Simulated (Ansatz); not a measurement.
The parent structure is ScAl3 in the Cu3Au type structure (space group Pm-3m, No. 221; relaxed with 0.1 eV smearing).

```
CELL_PARAMETERS angstrom
      4.07246     0.00000     0.00000
      0.00000     4.07246     0.00000
      0.00000     0.00000     4.07246
ATOMIC_POSITIONS crystal
  Sc 0.00000 0.00000 0.00000
  Al 0.00000 0.50000 0.50000
  Al 0.50000 0.00000 0.50000
  Al 0.50000 0.50000 0.00000
```

Cartesian axes are those of the cell as printed.

Computed with DFT with PBEsol, PAW potentials and a 420 eV plane-wave cutoff in Ansatz (a first-principles code), no spin-orbit coupling.

For the base:

| Item | Value |
|---|---|
| Shortest interatomic distance | 2.880 Å |

The change: the cell is stretched by 0.60 % along z with no lateral relaxation; the atoms relax in the strained cell.

Q: How does this affect the energy relative to the base, stress and shortest interatomic distance?

A: The energy grows by 0.4 meV/atom; the stress (xx, yy, zz, yz, xz, xy; compression positive) comes out as (-0.2, -0.2, -1.1, 0.0, 0.0, 0.0) GPa; the shortest interatomic distance is still 2.880 Å.

Stability against distortions was not tested. All final runs are without spin polarisation.
